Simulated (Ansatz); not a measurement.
Ansatz (a first-principles code) run on LaCu2 (P6mm, 3 atoms in the cell): self-consistent single point.

Method of the run: PBEsol, harder PAW files (source: ansatz) made with PBE (plane waves; Ansatz).

The change in words: lattice scaled by 0.98; basis.ecutwfc: 420 eV → 700 eV; hamiltonian.pseudopotentials: {kind: paw} (the program's default PAW files) → {kind: paw, source: ansatz}. Reference geometry:
```yaml
crystal:
  lattice:
    - [4.31319, 0.00000, 0.00000]
    - [-2.15659, 3.73533, 0.00000]
    - [0.00000, 0.00000, 3.86251]
  atoms:
    - { symbol: La, position: [0.00000, 0.00000, 0.01294] }
    - { symbol: Cu, position: [0.33333, 0.66667, 0.50000] }
    - { symbol: Cu, position: [0.66667, 0.33333, 0.50000] }
```

Reference input (self-consistent single point, DFT, PBEsol, plane waves, default PAW files made with PBE): basis.ecutwfc = 420 eV; kpoints.mp_grid.grid = 9 9 9; hamiltonian.xc = pbesol; hamiltonian.pseudopotentials = {kind: paw} (the program's default PAW files); scf.occupations.method = fermi_dirac; scf.occupations.width = 0.1 eV. This run's input differs from it in these lines:

Ansatz 0.2 input:
```diff
@@ -2,5 +2,5 @@
   lattice:
-    - [4.313191, 0.000000, 0.000000]
-    - [-2.156595, 3.735332, 0.000000]
-    - [0.000000, 0.000000, 3.862513]
+    - [4.226927, 0.000000, 0.000000]
+    - [-2.113463, 3.660625, 0.000000]
+    - [0.000000, 0.000000, 3.785263]
   atoms:
@@ -10,3 +10,3 @@
 basis:
-  ecutwfc: 420.0 eV
+  ecutwfc: 700.0 eV
 kpoints:
@@ -15,3 +15,3 @@
   xc: pbesol
-  pseudopotentials: { kind: paw }
+  pseudopotentials: { kind: paw, source: ansatz }
 scf:
```

The program printed (abridged):

```
SCF iter   1: F=—  HF=-19394.470877 eV  |F-HF|=—  |Δ(HF+E_count)|=         —  Δρ=1.37e0  dr2=1.59e3  ethr=3.10e-3  ⟨swp⟩=5.1  Hψ=13835  notcnv=0
all-band conjugate gradients solve this SCF's bands
automatic band count: the SCF goes on with 35 bands, as 30 were too few: the levels above may hold too much charge
preconditioner: auto → Kerker (q_TF=auto, 2.648 Å⁻¹)
   [... lines left out ...]
SCF iter  11: F=—  HF=-19366.158299 eV  |F-HF|=—  |Δ(HF+E_count)|=   3.67e-4  Δρ=6.04e-4  dr2=4.77e-4  ethr=2.39e-6  ⟨swp⟩=4.0  Hψ=3981  notcnv=0  defer=33
SCF iter  12: F=—  HF=-19366.158178 eV  |F-HF|=—  |Δ(HF+E_count)|=   1.21e-4  Δρ=1.60e-4  dr2=2.76e-5  ethr=9.74e-7  ⟨swp⟩=2.2  Hψ=2980  notcnv=0  defer=27
SCF iter  13: F=—  HF=-19366.158187 eV  |F-HF|=—  |Δ(HF+E_count)|=   8.84e-6  Δρ=5.29e-5  dr2=2.36e-6  ethr=5.64e-8  ⟨swp⟩=2.0  Hψ=2916  notcnv=0  defer=27
SCF iter  14: F=-19366.158186 eV  HF=-19366.158186 eV  |F-HF|=6.63e-8  |Δ(HF+E_count)|=   6.12e-7  Δρ=1.07e-5  dr2=9.61e-8  ethr=2.04e-10  ⟨swp⟩=9.1  Hψ=12741  notcnv=0
SCF 1 converged in 14 iterations: F = -19366.158186 eV  dr2 = 9.61e-8
Free energy (F): -19366.158186 eV
Internal energy: -19366.097461 eV  (E = F + TS)
E sigma→0 (E₀):  -19366.127824 eV
Entropy (-TS):   -0.060725 eV (-20.242 meV/atom)
Fermi energy:    13.927546 eV
--- Forces (eV/Å), atoms counted from 1 ---
  atom   1  La    -0.00000000     0.00000000    -0.22231327
  atom   2  Cu     0.00000000    -0.00000000     0.11117310
  atom   3  Cu     0.00000000     0.00000000     0.11117310
--- Stress (GPa, compression-positive) ---
        1.877914      -0.000000       0.000000
       -0.000000       1.877914      -0.000000
        0.000000      -0.000000       0.788568
  P = ⅓ Tr σ = 1.5148 GPa (15.148 kbar)
  The stress holds the Pulay correction. Without it, at fixed plane waves, as pw.x and ABINIT print it: P = 1.5124 GPa
```

The run converged in 14 iterations. Against the reference run the pressure goes from -3.06 to 1.51 GPa and the largest force goes from 0.175 to 0.222 eV/Å.

The starting cell comes from a database of computed structures (which also holds hypothetical and non-ambient phases and stackings), without a prior relaxation at this level. Its lattice was rescaled by up to half a per cent. One atom was moved a little off its site on purpose. For this run, on top of that: lattice scaled by 0.98. Spin polarisation is off. Ansatz's pressure includes its estimate of the finite-basis (Pulay) stress.

Cost on one core of a shared machine: roughly 50 s.
